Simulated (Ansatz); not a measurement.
Surface energy of faces of bcc Na in PBE and in LDA, in Ansatz (plane waves, PAW). Symmetric slabs relaxed with PBE from ideal cuts in 1x1 cells (the lowest computed cut and spin start of each face; real faces may reconstruct in larger cells); LDA values are single points on them, with the bulk at the same level. No spin-orbit coupling, no U.

| face | PBE (J/m²) | LDA (J/m²) |
|---|---|---|
| (100) | 0.23 | ? |
| (110) | 0.21 | 0.23 |
| (111) | 0.25 | 0.28 |
| (210) | 0.22 | 0.26 |
| (211) | 0.23 | 0.26 |
| (221) | 0.24 | 0.27 |
| (310) | 0.23 | 0.27 |
| (320) | 0.22 | 0.25 |
| (332) | 0.25 | 0.28 |

Question: Fit a straight line y = a·x + b by least squares to the 8 complete rows (x: PBE (J/m²); y: LDA (J/m²)).

Answer: the means are x̄ = 0.2312 and ȳ = 0.2625; Σ(x − x̄)² = 0.0014875 and Σ(x − x̄)(y − ȳ) = 0.0015750, so a = 1.059 and b = ȳ − a·x̄ = 0.018. The largest residual is 0.010.

Question: What does the line predict for the withheld row, (100), and what did the calculation give?

Answer: the line gives 0.26; the calculation gave 0.27, a miss of 0.01, of the size of the fitted rows' scatter and rounding.

Ansatz is a quantum-chemistry and plane-wave program.
